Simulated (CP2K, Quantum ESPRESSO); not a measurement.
A CP2K input for a self-consistent single point of InSe (P6_3/mmc, 8 atoms in the cell) (DFT PBE, GPW, DZVP-MOLOPT-SR-GTH basis, GTH-PBE potentials (GTH_POTENTIALS)):

```
&GLOBAL
  PROJECT run
  RUN_TYPE ENERGY_FORCE
  PRINT_LEVEL LOW
&END GLOBAL
&FORCE_EVAL
  METHOD Quickstep
  STRESS_TENSOR ANALYTICAL
  &DFT
    BASIS_SET_FILE_NAME BASIS_MOLOPT
    POTENTIAL_FILE_NAME GTH_POTENTIALS
    &QS
      METHOD GPW
      EPS_DEFAULT 1E-11
    &END QS
    &MGRID
      CUTOFF 500
      REL_CUTOFF 50
      NGRIDS 5
    &END MGRID
    &SCF
      SCF_GUESS ATOMIC
      EPS_SCF 1E-6
      MAX_SCF 100
      ADDED_MOS 13
      &DIAGONALIZATION
        ALGORITHM STANDARD
      &END DIAGONALIZATION
      &MIXING
        METHOD BROYDEN_MIXING
        ALPHA 0.2
        NBUFFER 12
      &END MIXING
      &SMEAR ON
        METHOD FERMI_DIRAC
        ELECTRONIC_TEMPERATURE [K] 116.05
      &END SMEAR
    &END SCF
    &KPOINTS
      SCHEME MONKHORST-PACK 5 5 1
    &END KPOINTS
    &XC
      &XC_FUNCTIONAL PBE
      &END XC_FUNCTIONAL
    &END XC
    &PRINT
      &MO
        EIGENVALUES T
        OCCUPATION_NUMBERS T
        NDIGITS 8
        FILENAME mo
        &EACH
          QS_SCF 0
        &END EACH
        ADD_LAST NUMERIC
      &END MO
      &MULLIKEN OFF
      &END MULLIKEN
    &END PRINT
  &END DFT
  &SUBSYS
    &CELL
      ABC 3.91257300 3.91257222 16.87149700
      ALPHA_BETA_GAMMA 90.00000000 90.00000000 119.99999814
      PERIODIC XYZ
    &END CELL
    &COORD
      SCALED
      In       0.33333300     0.66666700     0.33030000
      In       0.66666700     0.33333300     0.66970000
      In       0.66666700     0.33333300     0.83030000
      In       0.33333300     0.66666700     0.16970000
      Se       0.33333300     0.66666700     0.59732000
      Se       0.66666700     0.33333300     0.40268000
      Se       0.66666700     0.33333300     0.09732000
      Se       0.33333300     0.66666700     0.90268000
    &END COORD
    &KIND In
      BASIS_SET DZVP-MOLOPT-SR-GTH-q13
      POTENTIAL GTH-PBE-q13
    &END KIND
    &KIND Se
      BASIS_SET DZVP-MOLOPT-SR-GTH-q6
      POTENTIAL GTH-PBE-q6
    &END KIND
  &END SUBSYS
  &PRINT
    &FORCES ON
    &END FORCES
    &STRESS_TENSOR ON
    &END STRESS_TENSOR
  &END PRINT
&END FORCE_EVAL
```

Question: Translate this input to Quantum ESPRESSO.

Answer: This is the input that was run; spellings and numerical settings could be chosen otherwise.

```fortran
&CONTROL
   calculation = 'scf'
   prefix = 'pwscf'
   outdir = './tmp'
   pseudo_dir = './'
   verbosity = 'high'
   tprnfor = .true.
   tstress = .true.
/
&SYSTEM
   ibrav = 0
   nat = 8
   ntyp = 2
   ecutwfc = 40
   ecutrho = 200
   occupations = 'smearing'
   smearing = 'fermi-dirac'
   degauss = 0.000734986
/
&ELECTRONS
   conv_thr = 1.0d-9
/
ATOMIC_SPECIES
In   114.8180  in_pbe_v1.4.uspp.F.UPF
Se    78.9710  se_pbe_v1.uspp.F.UPF
CELL_PARAMETERS {bohr}
   7.3936907447     0.0000000000     0.0000000000
  -3.6968453724     6.4031240127     0.0000000000
   0.0000000000     0.0000000000    31.8825086424
ATOMIC_POSITIONS {crystal}
In    0.3333333333    0.6666666667    0.3303000000
In    0.6666666667    0.3333333333    0.6697000000
In    0.6666666667    0.3333333333    0.8303000000
In    0.3333333333    0.6666666667    0.1697000000
Se    0.3333333333    0.6666666667    0.5973200000
Se    0.6666666667    0.3333333333    0.4026800000
Se    0.6666666667    0.3333333333    0.0973200000
Se    0.3333333333    0.6666666667    0.9026800000
K_POINTS {automatic}
5 5 1  0 0 0
```

Basis, cutoffs, solver keys and any potentials are the target program's own. This input uses DFT, PBE, plane waves, GBRV 1.5 ultrasoft (PBE) pseudopotentials.

The starting cell comes from a database of computed structures (which also holds hypothetical and non-ambient phases and stackings), without a prior relaxation at this level. Its lattice was rescaled by a random factor within 2.5 % of one. For this run, on top of that: lattice scaled by 0.98.
